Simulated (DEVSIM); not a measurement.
Device: Pd/Si3N4/p-Si capacitor, at 300 K.

```tsv
layer (left to right)	material	thickness (nm)	Na (cm⁻³)
1	Si3N4	5.90	-
2	Si	400	2.1e18
```

Metal gate on the left, work function 5.2 eV. Fixed charge at the semiconductor interface 4.2e10 cm⁻² (in units of +e); no interface traps.

This is a model device: material constants are rounded textbook-type values typed into the input, and sizes, dopings and lifetimes were drawn at random. Values at 300 K.

| parameter | Si3N4 | Si |
|---|---|---|
| gap (eV) | 5.1 | 1.124 |
| affinity (eV) | 2.1 | 4.05 |
| permittivity | 7.5 | 11.7 |
| Nc (cm⁻³) | - | 2.86e19 |
| Nv (cm⁻³) | - | 3.1e19 |

DEVSIM, 1D Poisson equation in equilibrium, Boltzmann statistics, complete ionisation; no quantum confinement or tunnelling. Metal contacts follow the ideal Schottky-Mott rule: no Fermi-level pinning, no interface dipoles.

The Si3N4 thickness was swept, all else fixed.

```csv
Si3N4 thickness (μm),minimum of the low-frequency capacitance (μF/cm²),capacitance of the dielectric stack (μF/cm²),threshold voltage (band bending 2φF) (V)
0.0024,0.398,2.77,1.38
0.0032,0.379,2.08,1.48
0.0041,0.360,1.62,1.59
0.005,0.344,1.33,1.70
0.0059,0.329,1.13,1.81
0.0071,…,0.935,…
```

Q: What belongs in the gaps?

A: 
- 0.0071, minimum of the low-frequency capacitance (μF/cm²): 0.308
- 0.0071, threshold voltage (band bending 2φF) (V): 1.96
